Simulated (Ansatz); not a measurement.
Quartz-high SiO2 (high-temperature phase) was calculated with PBE0 (Ansatz, an electronic-structure program, plane waves, PAW).

Run with plane-wave cutoff 460 eV, 6×6×4 k mesh (along the axes of the cell as run), Fermi–Dirac smearing 0.01 eV, scalar-relativistic PAW data made under PBE.

The cell is the one relaxed with PBEsol. Conventional cell: a = 5.0815 Å, b = 5.0815 Å, c = 5.5596 Å, α = 90.00°, β = 90.00°, γ = 120.00°.

```xyz
9
Lattice="5.0815 0.0000 0.0000 -2.5407 4.4007 0.0000 0.0000 0.0000 5.5596" Properties=species:S:1:pos:R:3 pbc="T T T"
Si    -1.2704     2.2003     1.8532
Si     2.5407     0.0000     0.0000
Si     1.2704     2.2003     3.7064
O      0.9571     3.4864     4.6330
O      2.5407     2.5720     2.7798
O     -0.9571     3.4864     0.9266
O      1.5837     0.9143     4.6330
O      0.0000     1.8287     2.7798
O      3.4978     0.9143     0.9266
```

Q: List the 31 lowest band energies at Γ above −25 eV (eV, relative to the valence band maximum), grouping those that round alike.

A: At Γ: -20.92, -19.40 (×2), -18.78, -18.76 (×2), -8.92 (×2), -5.92, -5.63, -5.52 (×2), -3.08, -2.99 (×2), -2.70, -1.76, -1.74 (×2), -1.06 (×2), -0.47 (×2), -0.19, 8.19, 11.63 (×2), 11.91 (×2), 12.80, 13.85.

Note: the run warned that its exchange threshold was loose for the stress; symmetry holds this phase in the static calculation, where it need not be a minimum; held by symmetry at 0 K, a high-temperature phase can be a saddle point; cell and atoms aren't relaxed at this level (largest force component 0.19 eV/Å, pressure -2.5 GPa).
